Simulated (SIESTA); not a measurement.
Worked example: self-consistent single point of GaCo (P1, 2 atoms in the cell) in SIESTA.

Method: GGA PBE with spin-orbit coupling, numerical atomic orbitals DZP, PseudoDojo PBE fully relativistic norm-conserving potentials (rewritten from UPF to PSML) (SIESTA).

```
CELL_PARAMETERS angstrom
      2.84723     0.00000     0.00000
      0.00000     2.84723     0.00000
      0.00000     0.00000     2.84723
ATOMIC_POSITIONS crystal
  Ga 0.50032 0.49863 0.50471
  Co 0.99968 0.00137 0.99529
```
Moments meant for the start (each program seeds them in its own way; μB, in the order of the atoms Ga Co): 0.0 3.0.

Reference input (self-consistent single point, DFT, GGA PBE, numerical atomic orbitals DZP, PseudoDojo PBE standard norm-conserving potentials (rewritten from UPF to PSML)): XC.functional = GGA; XC.authors = PBE; potentials = PseudoDojo PBE standard; PAO.BasisSize = DZP; PAO.EnergyShift = 0.01 Ry; MeshCutoff = 400 Ry; kgrid.MonkhorstPack = 7 7 7; OccupationFunction = FD; ElectronicTemperature = 100 meV; Spin = polarized; DM.InitSpin = [1 +0.00, 2 +3.00]; MaxSCFIterations = 150. This run's input differs from it in these lines:

```diff
@@ -1,2 +1,2 @@
-# files in the folder: Ga.psml Co.psml (PseudoDojo PBE standard)
+# files in the folder: Ga.psml Co.psml (PseudoDojo PBE fully relativistic)
 SystemName  GaCo
@@ -34,6 +34,6 @@
 ElectronicTemperature        100.0 meV
-Spin                         polarized
+Spin                         spin-orbit
 %block DM.InitSpin
-  1 +0.00
-  2 +3.00
+  1 0.00 0.00 0.00
+  2 3.00 0.00 0.00
 %endblock DM.InitSpin
```

The program printed (abridged):

```
        iscf     Eharris(eV)        E_KS(eV)     FreeEng(eV)     dDmax    Ef(eV) dHmax(eV)
   scf:    1    -6216.048064    -6236.825292    -6236.884695  1.597272 -2.159852 16.400977
     spin moment: {S} , |S| = {    0.00000   -0.00000    1.69902 }     1.69902
   scf:    2    -6244.117948    -6241.098681    -6241.168231  0.294650 -3.093263  8.201292
     spin moment: {S} , |S| = {    0.00000   -0.00000    1.46542 }     1.46542
   scf:    3    -6242.772329    -6242.444505    -6242.507903  0.250123 -3.950966  3.103029
     spin moment: {S} , |S| = {    0.00000   -0.00000    1.14948 }     1.14948
   [... lines left out ...]
     spin moment: {S} , |S| = {    0.00000    0.00006   -0.00013 }     0.00014
   scf:   28    -6242.871569    -6242.871570    -6242.914253  0.000039 -4.191491  0.000031
     spin moment: {S} , |S| = {    0.00000    0.00005    0.00002 }     0.00005
   scf:   29    -6242.871570    -6242.871570    -6242.914253  0.000024 -4.191493  0.000019
     spin moment: {S} , |S| = {    0.00000    0.00005   -0.00008 }     0.00010
   scf:   30    -6242.871570    -6242.871570    -6242.914253  0.000001 -4.191493  0.000018
     spin moment: {S} , |S| = {    0.00000    0.00005   -0.00008 }     0.00009
SCF Convergence by DM+H criterion
max |DM_out - DM_in|         :     0.0000014096
max |H_out - H_in|      (eV) :     0.0000177135
SCF cycle converged after 30 iterations

Using DM_out to compute the final energy and forces

siesta: E_KS(eV) =            -6242.8716

siesta: E_KS - E_eggbox =     -6242.8716

siesta: Atomic forces (eV/Ang):
     1   -0.013868    0.061106   -0.218437
     2    0.014877   -0.062397    0.222597
   Tot    0.001010   -0.001291    0.004160
   Max    0.222597
   Res    0.132480    sqrt( Sum f_i^2 / 3N )
   Max    0.222597    constrained

Stress tensor Voigt[x,y,z,yz,xz,xy] (kbar):      -81.10      -80.91      -78.64       -1.05        0.24        0.02
(Free)E + p*V (eV/cell)    -6241.7586
Target enthalpy (eV/cell)    -6242.9143

siesta: Program's energy decomposition (eV):
siesta: Enl(+so)=     -1553.131672
   [... lines left out ...]
siesta: FreeEng =     -6242.914253
siesta: Cell volume =         23.081693 Ang**3
siesta:          80.21741500         86.06893920  kBar
   [... lines left out ...]

Total              30.00000   0.00009      0.000   0.000  -0.000

Mulliken Atomic Populations:
Atom #   charge [q] valence [e]           S      Sx [e]      Sy [e]      Sz [e]  Species
     1    -0.835628   13.835628    0.000012   -0.000001   -0.000007    0.000010  Ga
     2     0.835628   16.164372    0.000105    0.000005    0.000058   -0.000088  Co
 Total     0.000000                0.000093    0.000004    0.000051   -0.000078
```

The run converged in 30 iterations. Against the reference run the pressure goes from 7.80 to 8.02 GPa and the largest force hardly changes (0.229 to 0.232 eV/Å).

The starting cell comes from a database of computed structures (which also holds hypothetical and non-ambient phases and stackings), without a prior relaxation at this level. Its atoms were displaced at random from the sites of space group no. 221. The starting moments vanished: the run ended non-magnetic, which need not be the lowest state. Values carry the incompleteness of an atom-centred basis. With a pressure of about 8 GPa the cell is away from its equilibrium volume at this level.

Cost on one core of a shared machine: roughly 5 min.
